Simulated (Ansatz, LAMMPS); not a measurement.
Crystalline Ge, 1000 atoms, one frame of classical dynamics at 300 K, cell scaled from the potential's lattice parameter to the PBE one and held. Cell 28.80 × 28.80 × 28.80 Å, Ge1000, 1000 atoms. Prepared with Tersoff's 1989 multicomponent potential (SiCGe.tersoff) (LAMMPS): 30 ps at 300 K at fixed volume, last frame. The 60 atoms nearest one atom, with forces from PBE, support functions at accuracy medium on the grid of 370 eV in Ansatz (a first-principles code) on the whole cell:

| x (Å) | y | z | Fx (eV/Å) | Fy | Fz |
|---|---|---|---|---|---|
| 0.000 | 0.000 | 0.000 | 0.41 | -0.18 | -0.77 |
| -1.330 | 1.383 | 1.425 | -0.23 | 0.74 | 0.57 |
| 1.494 | -1.415 | 1.380 | 0.36 | 0.24 | 0.02 |
| -1.526 | -1.431 | -1.429 | 0.40 | 0.00 | -0.13 |
| 1.467 | 1.528 | -1.413 | 0.43 | -0.29 | 0.04 |
| -2.818 | -0.142 | 2.769 | 0.30 | 0.67 | 0.53 |
| -2.713 | 2.900 | -0.025 | -0.06 | 0.17 | 0.20 |
| 0.059 | -2.816 | 2.800 | -0.53 | 0.05 | 0.36 |
| -0.021 | -2.830 | -2.894 | 0.03 | -0.30 | -0.18 |
| 2.910 | -2.817 | -0.131 | 0.19 | -0.16 | 0.09 |
| 0.196 | 2.934 | 2.843 | -0.95 | -0.78 | 0.11 |
| 0.135 | 2.938 | -2.910 | -0.75 | -0.10 | -0.38 |
| -2.902 | -2.952 | -0.007 | 0.19 | 0.14 | -0.44 |
| -2.922 | 0.010 | -2.945 | -0.18 | -0.13 | 0.27 |
| 3.035 | 0.034 | 2.831 | -0.59 | -0.30 | -0.13 |
| 2.903 | 0.128 | -3.004 | -0.03 | 0.11 | 0.06 |
| 3.007 | 3.011 | -0.011 | -0.90 | -0.15 | -0.44 |
| -4.204 | 1.538 | -1.438 | 0.17 | -0.45 | -0.01 |
| 4.295 | 1.479 | 1.316 | 0.54 | 0.03 | 0.47 |
| -1.384 | -4.313 | 1.397 | 0.33 | 0.39 | -0.28 |
| -4.290 | -1.483 | 1.373 | -0.14 | -0.22 | 0.05 |
| -1.462 | 1.423 | -4.291 | 0.99 | 0.27 | -0.29 |
| 1.615 | 1.514 | 4.261 | -0.03 | -0.33 | 0.11 |
| 1.482 | -1.395 | -4.362 | -0.41 | -0.17 | 0.18 |
| -1.405 | -1.423 | 4.383 | 0.48 | -0.13 | -0.42 |
| -1.344 | 4.396 | -1.482 | -0.10 | -0.31 | -0.26 |
| 4.321 | -1.398 | -1.648 | 0.09 | 0.33 | 0.69 |
| 1.506 | -4.351 | -1.518 | -0.42 | 0.41 | 0.06 |
| 1.487 | 4.383 | 1.453 | 0.18 | 0.51 | -1.10 |
| -5.613 | 0.034 | -0.039 | -0.55 | -0.03 | -0.35 |
| 0.198 | 0.044 | 5.731 | -0.16 | -0.44 | -0.41 |
| 5.751 | 0.106 | -0.098 | 0.09 | -0.69 | -0.69 |
| 0.003 | -5.754 | -0.063 | -0.18 | 0.31 | -0.59 |
| 0.003 | -0.044 | -5.822 | -0.40 | 0.24 | 0.39 |
| -0.044 | 5.865 | -0.033 | 0.97 | -0.16 | 0.12 |
| -4.231 | 1.409 | 4.166 | 0.07 | -0.23 | 0.32 |
| 1.455 | -4.281 | 4.199 | 0.36 | -0.16 | -0.14 |
| -1.294 | 4.263 | 4.323 | -0.59 | 0.30 | -0.49 |
| -4.245 | 4.343 | 1.366 | 0.05 | 0.14 | -0.06 |
| -4.305 | -4.258 | -1.598 | -0.11 | -0.33 | 0.41 |
| 4.403 | -4.279 | 1.303 | -0.11 | -0.10 | 0.00 |
| 4.438 | -1.489 | 4.185 | 0.21 | 0.62 | 0.62 |
| -1.516 | -4.308 | -4.389 | 0.74 | 0.22 | 0.13 |
| 4.459 | 4.327 | -1.501 | 0.05 | 0.13 | -0.08 |
| 1.483 | 4.329 | -4.473 | 0.26 | 0.23 | 0.20 |
| -4.401 | -1.316 | -4.476 | 0.68 | -0.44 | 0.06 |
| 4.351 | 1.475 | -4.577 | -0.07 | -0.09 | 0.59 |
| -2.769 | 2.776 | 5.669 | -0.05 | 0.23 | -0.25 |
| -5.642 | 2.881 | 2.808 | -0.38 | 0.33 | 0.02 |
| -5.566 | 2.969 | -2.869 | -0.54 | -0.23 | -0.58 |
| -2.748 | -5.738 | 2.779 | -0.75 | -0.48 | 0.66 |
| 2.914 | -2.844 | 5.627 | 0.18 | -0.12 | -0.10 |
| 2.893 | -5.727 | 2.729 | 0.54 | 0.39 | 0.33 |
| -5.684 | -2.925 | 2.841 | -0.25 | 0.18 | 0.16 |
| 5.770 | 2.942 | 2.708 | 0.10 | -0.49 | 0.64 |
| 2.942 | 5.703 | -2.872 | -0.65 | 0.32 | -0.20 |
| -2.855 | 5.752 | 2.892 | 0.42 | -0.17 | -0.03 |
| 2.982 | 5.764 | 2.800 | -0.35 | 0.44 | 0.62 |
| -2.804 | -2.927 | 5.797 | -0.02 | -0.21 | -0.49 |
| -2.731 | 2.862 | -5.866 | -0.37 | 0.41 | 0.22 |
